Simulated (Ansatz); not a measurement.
**SiC, point defects**

Start from an 8-atom supercell of SiC (space group P6_3mc, No. 186; a = 3.078 Å, c = 10.077 Å) at its relaxed geometry.

One neutral defect a cell, atoms relaxed at fixed cell.

The values are results of r2SCAN (Ansatz, a program for electronic structure, PAW, spin-orbit coupling left out), earlier PAW set, not measurements.

```tsv
variant	pressure	largest displacement of a host atom from its site in the perfect cell
perfect supercell	0.0 GPa	–
H interstitial (started 1.97 Å from the nearest host atom), symmetric start	5.1 GPa	0.06 Å
Mg on a Si site	…	0.36 Å
Si on a C site (antisite), symmetric start	41.4 GPa	0.40 Å
Sn on a Si site	…	…
```

Task: What belongs in the blanks?

Result: 
- Mg on a Si site, pressure: 18.3 GPa
- Sn on a Si site, pressure: 31.2 GPa
- Sn on a Si site, largest displacement of a host atom from its site in the perfect cell: 0.26 Å

Other magnetic orders, which the real material may have, were not ruled out. In so small a cell the defect repeats every few ångströms: this is an ordered compound, not a dilute defect. The mesh was chosen for an insulator and is coarse for the gapless case. Defects with a symmetric start kept the site's symmetry and may sit on a saddle; the others started slightly shaken. Seeded moments were not kept for Mg on a Si site, Si on a C site (antisite) and Sn on a Si site.
